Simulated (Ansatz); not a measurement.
Consider N vacancy in wurtzite AlN with all lengths changed by -1 %, charge state +1. Calculation: PBE, PAW (plane waves to 420 eV; Ansatz, an electronic-structure program).

72-site cell at the strained lattice (strain from the relaxed PBE one, atoms relaxed), a 2×2×2 k-point mesh shifted by half a step along c, smearing 0.01 eV, spin-restricted, no finite-size correction. Static, classical nuclei. The charge state is imposed; whether it is stable for some Fermi level was not computed. Forms of the defect that were not tried may lie lower.

The step: one N atom jumps into the vacancy from a nearby N site. Atoms about the jump, Cartesian Å from the middle of the jump, before and after:

| atom | x0 | y0 | z0 | x1 | y1 | z1 |
|---|---|---|---|---|---|---|
| N1 | 0.00 | 1.79 | 1.24 | 0.00 | -1.79 | -1.24 |
| Al2 | -1.57 | -0.88 | -0.65 | -1.55 | -0.91 | -0.66 |
| Al3 | 1.57 | -0.88 | -0.65 | 1.55 | -0.91 | -0.66 |
| Al4 | 0.00 | 1.80 | -0.65 | 0.00 | 1.79 | -0.72 |
| Al5 | 0.00 | -1.79 | 1.85 | 0.00 | -1.80 | 1.84 |
| N6 | -1.54 | -0.90 | 1.23 | -1.54 | -0.89 | 1.24 |
| N7 | 1.54 | -0.90 | 1.23 | 1.54 | -0.89 | 1.24 |
| Al8 | 1.55 | 0.90 | 1.83 | 1.57 | 0.88 | 1.83 |
| Al9 | -1.55 | 0.90 | 1.83 | -1.57 | 0.88 | 1.83 |
| N10 | 1.54 | 0.89 | -1.24 | 1.55 | 0.90 | -1.22 |
| N11 | -1.54 | 0.89 | -1.24 | -1.55 | 0.90 | -1.22 |
| N12 | 0.00 | -3.56 | 1.23 | 0.00 | -3.58 | 1.24 |
| Al13 | 0.00 | -3.60 | -0.65 | 0.00 | -3.58 | -0.66 |
| N14 | 3.10 | 1.79 | 1.24 | 3.09 | 1.79 | 1.24 |
| N15 | -3.10 | 1.79 | 1.24 | -3.09 | 1.79 | 1.24 |
| N16 | 3.09 | -1.79 | -1.24 | 3.10 | -1.79 | -1.24 |
| N17 | -3.09 | -1.79 | -1.24 | -3.10 | -1.79 | -1.24 |
| Al18 | -3.10 | 1.79 | -0.65 | -3.11 | 1.80 | -0.66 |
| Al19 | 3.10 | 1.79 | -0.65 | 3.11 | 1.80 | -0.66 |
| N20 | 0.00 | 3.58 | -1.24 | 0.00 | 3.58 | -1.22 |
| Al21 | 0.00 | 3.58 | 1.84 | 0.00 | 3.60 | 1.83 |
| Al22 | -1.55 | 0.91 | -3.14 | -1.55 | 0.89 | -3.14 |
| Al23 | 1.55 | 0.91 | -3.14 | 1.55 | 0.89 | -3.14 |
| N24 | 1.55 | 0.89 | 3.73 | 1.54 | 0.90 | 3.71 |
| N25 | -1.55 | 0.89 | 3.73 | -1.54 | 0.90 | 3.71 |

Task: Give the saddle-point geometry and the barrier.

Result: 
| atom | x | y | z |
|---|---|---|---|
| N1 | 0.00 | -0.06 | 0.17 |
| Al2 | -1.67 | -0.68 | -0.44 |
| Al3 | 1.67 | -0.68 | -0.44 |
| Al4 | 0.00 | 1.58 | -0.85 |
| Al5 | 0.00 | -1.64 | 1.74 |
| N6 | -1.77 | -0.99 | 1.48 |
| N7 | 1.77 | -0.99 | 1.48 |
| Al8 | 1.55 | 0.85 | 1.81 |
| Al9 | -1.54 | 0.85 | 1.81 |
| N10 | 1.71 | 0.97 | -1.40 |
| N11 | -1.70 | 0.97 | -1.40 |
| N12 | 0.00 | -3.51 | 1.25 |
| Al13 | 0.00 | -3.69 | -0.58 |
| N14 | 3.09 | 1.79 | 1.21 |
| N15 | -3.09 | 1.79 | 1.21 |
| N16 | 3.04 | -1.77 | -1.21 |
| N17 | -3.04 | -1.77 | -1.21 |
| Al18 | -3.13 | 1.84 | -0.69 |
| Al19 | 3.14 | 1.84 | -0.69 |
| N20 | 0.00 | 3.50 | -1.20 |
| Al21 | 0.00 | 3.45 | 1.84 |
| Al22 | -1.60 | 0.91 | -3.23 |
| Al23 | 1.61 | 0.91 | -3.23 |
| N24 | 1.55 | 0.92 | 3.70 |
| N25 | -1.55 | 0.92 | 3.70 |
It lies 8.82 eV above the start and 8.82 eV above the end. The saddle point's order was not checked, and it lies on a symmetry element of the cell, where a band can be held.
